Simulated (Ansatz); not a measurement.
**rock-salt TiC (1 1 1) on diamond (1 1 1) (film strained to the substrate, started from cuts of the bulks and a machine-learned relaxation; slabs C56 and C12Ti12, which can lie off the formulas)**

A periodic stack without vacuum, rock-salt TiC (1 1 1) on diamond (1 1 1) (film strained to the substrate, started from cuts of the bulks and a machine-learned relaxation; slabs C56 and C12Ti12, which can lie off the formulas): substrate slab C56, film C12Ti12, surface cells [[-2, 2], [-2, 0]] and [[2, -1], [1, 1]], film strained by -4.8 and -4.8 %, outermost planes C/C and C/Ti as cut, which need not be the usual terminations and can put a slab off its formula.

The start was prepared with a machine-learned potential, and the result is one local minimum, with the in-plane cell held and forces under 0.04 eV/Å; the film can end far from its bulk form.

These are PBE (plane waves to 420 eV, PAW; Ansatz, a program for electronic structure) values and carry that method's errors. Scalar-relativistic, without spin–orbit coupling; the runs are not spin-polarised; PBE gaps are too small against experiment. Its k-point mesh 6×6×1, Fermi–Dirac width 0.05 eV.

| Property | Result |
|---|---|
| interface area | 22.1 Å² |
| period | 25.50 Å |
| heights between the nearest atoms of the two slabs at the two interfaces | 1.45 and 1.90 Å |
| C–Ti contacts across the interfaces within 1.22 times the sum of covalent radii | 11, mean 2.49 Å |
| C–C contacts across the interfaces within 1.22 times the sum of covalent radii | 3, mean 1.55 Å |
| estimate of the barrier | withheld, since the two interfaces are unlike |
| slope of the mean potential energy in the substrate | -2.0 MV/cm × e |

```yaml
crystal:
  lattice:
    - [5.05092, -0.00009, 0.01205]
    - [2.52545, 4.37411, 0.03682]
    - [-0.99167, -1.64515, 25.48462]
  atoms:
    - { symbol: C, position: [0.96475, 0.61931, 0.05911] }
    - { symbol: C, position: [0.46157, 0.61876, 0.05832] }
    - { symbol: C, position: [0.96490, 0.12242, 0.05847] }
    - { symbol: C, position: [0.46883, 0.11567, 0.05861] }
    - { symbol: C, position: [0.29860, 0.94579, 0.03832] }
    - { symbol: C, position: [0.80728, 0.94557, 0.04031] }
    - { symbol: C, position: [0.29676, 0.43737, 0.03980] }
    - { symbol: C, position: [0.78916, 0.45525, 0.03989] }
    - { symbol: C, position: [0.63291, 0.31306, 0.14009] }
    - { symbol: C, position: [0.13391, 0.31310, 0.14045] }
    - { symbol: C, position: [0.63273, 0.81224, 0.14035] }
    - { symbol: C, position: [0.13191, 0.81410, 0.14033] }
    - { symbol: C, position: [0.96591, 0.63962, 0.12063] }
    - { symbol: C, position: [0.46322, 0.64041, 0.12034] }
    - { symbol: C, position: [0.96675, 0.14179, 0.12041] }
    - { symbol: C, position: [0.46758, 0.13747, 0.12044] }
    - { symbol: C, position: [0.30086, 0.00692, 0.22143] }
    - { symbol: C, position: [0.80057, 0.00705, 0.22125] }
    - { symbol: C, position: [0.30105, 0.50704, 0.22128] }
    - { symbol: C, position: [0.80098, 0.50662, 0.22129] }
    - { symbol: C, position: [0.63389, 0.33353, 0.20107] }
    - { symbol: C, position: [0.13443, 0.33332, 0.20126] }
    - { symbol: C, position: [0.63361, 0.83311, 0.20122] }
    - { symbol: C, position: [0.13356, 0.83405, 0.20121] }
    - { symbol: C, position: [0.96887, 0.70061, 0.30202] }
    - { symbol: C, position: [0.46912, 0.70046, 0.30228] }
    - { symbol: C, position: [0.96865, 0.20065, 0.30226] }
    - { symbol: C, position: [0.46885, 0.20092, 0.30226] }
    - { symbol: C, position: [0.30188, 0.02725, 0.28215] }
    - { symbol: C, position: [0.80165, 0.02739, 0.28198] }
    - { symbol: C, position: [0.30206, 0.52730, 0.28199] }
    - { symbol: C, position: [0.80191, 0.52702, 0.28200] }
    - { symbol: C, position: [0.63691, 0.39450, 0.38339] }
    - { symbol: C, position: [0.13567, 0.39589, 0.38295] }
    - { symbol: C, position: [0.63842, 0.89406, 0.38296] }
    - { symbol: C, position: [0.13658, 0.89315, 0.38296] }
    - { symbol: C, position: [0.96988, 0.72087, 0.36253] }
    - { symbol: C, position: [0.47027, 0.72069, 0.36304] }
    - { symbol: C, position: [0.96956, 0.22098, 0.36303] }
    - { symbol: C, position: [0.46985, 0.22140, 0.36303] }
    - { symbol: C, position: [0.30488, 0.08750, 0.46188] }
    - { symbol: C, position: [0.80714, 0.08830, 0.46453] }
    - { symbol: C, position: [0.30490, 0.58618, 0.46452] }
    - { symbol: C, position: [0.80278, 0.59053, 0.46453] }
    - { symbol: C, position: [0.63794, 0.41501, 0.44463] }
    - { symbol: C, position: [0.13608, 0.41647, 0.44362] }
    - { symbol: C, position: [0.63969, 0.91475, 0.44363] }
    - { symbol: C, position: [0.13797, 0.91287, 0.44363] }
    - { symbol: C, position: [0.97301, 0.78158, 0.54403] }
    - { symbol: C, position: [0.45748, 0.79245, 0.54487] }
    - { symbol: C, position: [0.98347, 0.28694, 0.54489] }
    - { symbol: C, position: [0.47798, 0.26645, 0.54488] }
    - { symbol: C, position: [0.30590, 0.10691, 0.51983] }
    - { symbol: C, position: [0.81243, 0.10654, 0.52752] }
    - { symbol: C, position: [0.30313, 0.60593, 0.52750] }
    - { symbol: C, position: [0.80253, 0.61583, 0.52751] }
    - { symbol: C, position: [0.38022, 0.93064, 0.60179] }
    - { symbol: C, position: [0.43798, 0.20739, 0.60184] }
    - { symbol: C, position: [0.10371, 0.26475, 0.60185] }
    - { symbol: C, position: [0.30734, 0.17172, 0.71415] }
    - { symbol: C, position: [0.64074, 0.50414, 0.71160] }
    - { symbol: C, position: [0.97426, 0.83919, 0.71597] }
    - { symbol: C, position: [0.30861, 0.54039, 0.81603] }
    - { symbol: C, position: [0.64213, 0.87296, 0.81596] }
    - { symbol: C, position: [0.97680, 0.20390, 0.81599] }
    - { symbol: C, position: [0.31004, 0.90539, 0.91438] }
    - { symbol: C, position: [0.64462, 0.24009, 0.91947] }
    - { symbol: C, position: [0.97820, 0.57399, 0.92086] }
    - { symbol: Ti, position: [0.29418, 0.49714, 0.66915] }
    - { symbol: Ti, position: [0.64696, 0.82826, 0.66919] }
    - { symbol: Ti, position: [0.97784, 0.14437, 0.66897] }
    - { symbol: Ti, position: [0.30865, 0.85598, 0.76689] }
    - { symbol: Ti, position: [0.64129, 0.18977, 0.76720] }
    - { symbol: Ti, position: [0.97492, 0.52255, 0.76722] }
    - { symbol: Ti, position: [0.30974, 0.22288, 0.86496] }
    - { symbol: Ti, position: [0.64414, 0.55532, 0.86479] }
    - { symbol: Ti, position: [0.97675, 0.88847, 0.86516] }
    - { symbol: Ti, position: [0.31824, 0.59994, 0.96369] }
    - { symbol: Ti, position: [0.62884, 0.92544, 0.96264] }
    - { symbol: Ti, position: [0.99069, 0.23882, 0.96343] }
```
